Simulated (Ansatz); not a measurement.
The reference is BeS in the zinc blende structure (space group F-43m, No. 216; a = 4.876 Å).

Level of theory: Kohn–Sham DFT with the PBE functional, run in Ansatz (an electronic-structure program) with PAW and 420 eV plane waves, scalar-relativistic without spin-orbit coupling.

Before the change:

The width of the top valence band is 3.27 eV. The band gap comes out as 3.15 eV.

It is then changed as follows: an isotropic linear strain of −1.50 %; the atoms relax in the strained cell.

**Question.** Estimate the effect on the width of the top valence band and band gap.

**Answer.** The width of the top valence band increases by 0.22 eV, from 3.27 eV to 3.49 eV; the band gap decreases by 0.103 eV to 3.04 eV.

Whether these cells are dynamically stable was not tested.
